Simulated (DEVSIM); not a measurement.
Device: illuminated Si p-on-n cell, one wavelength, with a back-surface field, at 400 K.

Layer 1 from the left is Si, thickness (μm) 0.0740, Na (cm⁻³) 2e18, τn (s) 1.4e-6, τp (s) 4.5e-6, absorption coefficient (cm⁻¹) 2900. Layer 2 from the left is Si, thickness (μm) 39.0, Nd (cm⁻³) 2.3e17, τn (s) 5.9e-5, τp (s) 5.9e-5, absorption coefficient (cm⁻¹) 2900. Layer 3 from the left is Si, thickness (μm) 2.00, Nd (cm⁻³) 1.7e18, τn (s) 5.9e-5, τp (s) 5.9e-5, absorption coefficient (cm⁻¹) 2900.

Left contact: ohmic, minority electron recombination velocity 7e6 cm/s. Right contact: ohmic, minority hole recombination velocity 8e5 cm/s. Voltage is applied to the left contact. Recombination: SRH at mid-gap, radiative, Auger. Light enters at the left, 8e17 photons cm⁻² s⁻¹, one pass, no reflection. Mobility is μmin + (μ − μmin)/(1 + (N/Nref)^α).

This is a model device: material constants are rounded textbook-type values typed into the input, and sizes, dopings and lifetimes were drawn at random. Values at 300 K; Nc and Nv go as T^1.5, mobilities as T to minus their exponent, the gap by Varshni's rule with the affinity fixed.

Si: gap (eV) 1.124, affinity (eV) 4.05, permittivity 11.7, Nc (cm⁻³) 2.86e19, Nv (cm⁻³) 3.1e19, μn (cm²/Vs) 1417, μp (cm²/Vs) 470, μn,min 52, μp,min 45, Nref,n 9.7e16, Nref,p 2.2e17, αn 0.68, αp 0.72, T exponent of μn 2.3, T exponent of μp 2.2, B (cm³/s) 4.7e-15, Cn (cm⁶/s) 2.8e-31, Cp (cm⁶/s) 9.9e-32, Varshni α (eV/K) 0.000473, Varshni β (K) 636.

Model (solved in DEVSIM): 1D drift-diffusion, Boltzmann statistics, complete ionisation; no tunnelling, impact ionisation, image-force lowering or self-heating.

**Question.** What does the simulation give for the dark forward voltage at 100 A/cm², the short-circuit current, the share of generated pairs collected at short circuit, the fill factor?

**Answer.** dark forward voltage at 100 A/cm² 0.656 V; short-circuit current 120 mA/cm²; share of generated pairs collected at short circuit 0.937; fill factor 0.71.
